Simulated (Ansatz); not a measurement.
An Ansatz (a program for electronic structure) run: Cu3Sn with a change (biaxial strain +2.77 %, plane normal [001], relaxed out of plane); r2SCAN, PAW, 500 eV (Ansatz; no spin-orbit coupling), earlier PAW set.

Input:

Ansatz 0.2 input:
```yaml
crystal:
  lattice:
    - [5.664619175, 0, 0]
    - [2.8323095875, 4.9057041083, 0]
    - [0, 0, 4.2175449827]
  atoms:
    - { symbol: Cu, position: [0.1554250478, 0.6891499045, 0.75] }
    - { symbol: Cu, position: [0.8445749522, 0.3108500955, 0.25] }
    - { symbol: Cu, position: [0.3108500955, 0.8445749522, 0.25] }
    - { symbol: Cu, position: [0.6891499045, 0.1554250478, 0.75] }
    - { symbol: Cu, position: [0.1554250478, 0.1554250478, 0.75] }
    - { symbol: Cu, position: [0.8445749522, 0.8445749522, 0.25] }
    - { symbol: Sn, position: [0.3333333333, 0.3333333333, 0.25] }
    - { symbol: Sn, position: [0.6666666667, 0.6666666667, 0.75] }
basis: { ecutwfc: 500, ecutrho_ratio: 4, xc_grid: 2, fft_grid_basis: typed }
kpoints: { mp_grid: { grid: [10, 10, 11] } }
hamiltonian:
  xc: r2scan
  dispersion: none
  pseudopotentials: { azcp: { folder: ./paw }, kind: paw }
scf: { occupations: { method: fermi_dirac, width: 0.05 } }
relax: { f_tol: 0.005, max_steps: 50, cell: { stress_tol: 0.01, fix: [a, b, gamma] } }
output: { forces: true, stress: true }
checkpoint: { write: state.ck, write_every: 1000 }
```

Output (explanatory and most iteration lines left out):

```
Relaxation: its limit of steps is 50 (relax.max_steps)
Pseudopotential: Cu, paw, valence charge 19
Pseudopotential: Sn, paw, valence charge 14
Crystal: 8 atoms, lattice volume = 117.201 Å³
Basis set: ecut = 500 eV, 2997 PW (Γ), exchange–correlation on 90×90×64 points (8 copies of the dense FFT grid, shifted against one another)
Bands: 86, of which v1, the nominal top of the filled ones, is band 71 counted from 1 (70 counted from 0)
Symmetry: 24 space group operations
Space group: P63/mmc (ITA 194), of the structure as read, at distance tolerance 4.9e-5 Å
k-points: 84 of 1100
Functional: x = r2scan, c = r2scan; τ floored in thin density (d = 2e-4 eV/Å³)
SCF iter   1: F=—  HF=-51867.141305 eV  |F-HF|=—  |Δ(HF+E_count)|=         —  Δρ=1.52e-1  dr2=1.78e1  dr2_τ=2.78e-2  ethr=3.10e-3  ⟨swp⟩=5.9  Hψ=26795  notcnv=0  defer=20
SCF iter   2: F=—  HF=-51865.614901 eV  |F-HF|=—  |Δ(HF+E_count)|=    1.53e0  Δρ=6.22e-2  dr2=1.75e0  dr2_τ=1.82e-1  ethr=3.10e-3  ⟨swp⟩=2.0  Hψ=14929  notcnv=0  defer=611
SCF 1 converged in 10 iterations: F = -51864.614742 eV  dr2 = 5.30e-8
relax step   1: F+E_penalty+E_count = -51864.61474188 eV  Δ(F+E_penalty+E_count) = +0.000e0 eV  max|allowed force component| = 1.419e-1 eV/Å  Δτ_max = 0.0000 Å  P = -4.300 GPa  Ω = 117.201 Å³  fix = [a, b, gamma]  reactions: a -5.225, b -5.225 GPa  (10 SCF iters, dr2 threshold 1.00e-7 eV, accepted)
[... steps on the carried basis left out ...]
relax step   5: F+E_penalty+E_count = -51864.63816634 eV  Δ(F+E_penalty+E_count) = +1.441e-6 eV  max|allowed force component| = 3.355e-4 eV/Å  Δτ_max = 0.0002 Å  P = -2.384 GPa  Ω = 115.688 Å³  energy of the carried Pulay correction = +5.461e-4 eV  fix = [a, b, gamma]  reactions: a -3.577, b -3.577 GPa  (7 SCF iters, dr2 threshold 6.80e-10 eV, accepted)
Crystal: 8 atoms, lattice volume = 115.688 Å³
SCF iter   1: F=—  HF=-51864.637691 eV  |F-HF|=—  |Δ(HF+E_count)|=         —  Δρ=3.41e-5  dr2=3.55e-7  dr2_τ=7.30e-7  ethr=2.61e-8  ⟨swp⟩=3.8  Hψ=47105  notcnv=0
SCF iter   2: F=—  HF=-51864.637691 eV  |F-HF|=—  |Δ(HF+E_count)|=   1.85e-7  Δρ=5.84e-5  dr2=2.00e-6  dr2_τ=2.85e-8  ethr=2.50e-10  ⟨swp⟩=2.0  Hψ=13201  notcnv=0
SCF 6 converged in 8 iterations: F = -51864.637691 eV  dr2 = 1.56e-12
SCF converged after 8 iterations
Free energy (F): -51864.637691 eV
Internal energy: -51864.618049 eV  (E = F + TS)
E sigma→0 (E₀):  -51864.627870 eV
Entropy (-TS):   -0.019642 eV (-2.455 meV/atom)
Fermi energy:    15.471976 eV
--- Forces (eV/Å), atoms counted from 1 ---
  atom   1  Cu     0.00000000    -0.00032831     0.00000000
  atom   2  Cu     0.00000000     0.00032831    -0.00000000
  atom   3  Cu     0.00028432    -0.00016415     0.00000000
  atom   4  Cu    -0.00028432     0.00016415    -0.00000000
  atom   5  Cu     0.00028432     0.00016415    -0.00000000
  atom   6  Cu    -0.00028432    -0.00016415     0.00000000
  atom   7  Sn    -0.00000000     0.00000000     0.00000000
  atom   8  Sn     0.00000000    -0.00000000    -0.00000000
--- Stress (GPa, compression-positive) ---
       -3.579784       0.000000       0.000000
        0.000000      -3.579784      -0.000000
        0.000000      -0.000000      -0.008560
  P = ⅓ Tr σ = -2.3894 GPa (-23.894 kbar)
--- Relaxed structure (5 steps of the walk, 5 accepted, 1 SCFs on fresh bases) ---
  cell:  # Å, volume = 115.6883 Å³
    - [5.664619174991659, -3.68349921084592e-95, 1.3529962190264658e-18]
    - [2.8323095874958293, 4.905704108307225, 6.7649810951323435e-19]
    - [1.0073620553981095e-18, 1.2516561202356488e-33, 4.163103918172182]
  atoms:
    - { symbol: Cu, position: [0.15288997239883212, 0.6942200552023357, 0.75] }
    - { symbol: Cu, position: [0.8471100276011677, 0.3057799447976643, 0.25] }
    - { symbol: Cu, position: [0.3057799447976643, 0.8471100276011677, 0.25] }
    - { symbol: Cu, position: [0.6942200552023355, 0.15288997239883217, 0.75] }
    - { symbol: Cu, position: [0.1528899723988321, 0.15288997239883217, 0.75] }
    - { symbol: Cu, position: [0.8471100276011676, 0.8471100276011677, 0.25] }
    - { symbol: Sn, position: [0.33333333333333326, 0.3333333333333333, 0.25] }
    - { symbol: Sn, position: [0.6666666666666665, 0.6666666666666666, 0.75] }
```

Without a gap, meshes like the base's 10×10×11 leave anisotropic stresses uncertain by several tenths of a GPa, and small strain energies with them. Whether these cells are dynamically stable was not tested. The final runs are not spin-polarised. The cell was made from Cu₃Sn (space group P6_3/mmc, No. 194; a cell from a computed database, its experimental status unchecked) by this change: biaxial strain +2.77 %, plane normal [001], relaxed out of plane.
